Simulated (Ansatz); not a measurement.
Hypothetical P-3m1 Cd3N2: response to strain

The parent structure is Cd₃N₂ (space group P-3m1, No. 164; a = 3.707 Å, c = 6.599 Å; a hypothetical phase, not in the database extracts checked). Axes: x lies along a and z along c of the hexagonal cell.

Strains are applied to the cell and any free atomic positions relax.

Levels (all Ansatz, a program for electronic structure, PAW): PBE (420 eV, spin-orbit coupling left out); PBEsol (420 eV, no spin-orbit coupling).

The base cell above is that of PBE; each level relaxes its own structures.

Notes on the quantities. energy relative to the base: free energy F.

```tsv
case	energy relative to the base, PBE	energy relative to the base, PBEsol
isotropic strain +1.52 %	+8.7 meV/atom	+9.9 meV/atom
isotropic strain +1.54 %	+8.9 meV/atom	+10 meV/atom
tensor shear ε_yz = +0.89 %	+0.2 meV/atom	+0.3 meV/atom
strain tensor (xx, yy, zz, yz, xz, xy) = (−1.19, +0.08, −2.03, +0.87, +0.17, +0.15) %	+4.0 meV/atom	+4.8 meV/atom
```

The two levels differ by at most about 1.2 meV/atom. They put the cases in the same order.

Whether these cells are dynamically stable was not tested. The final runs are not spin-polarised.
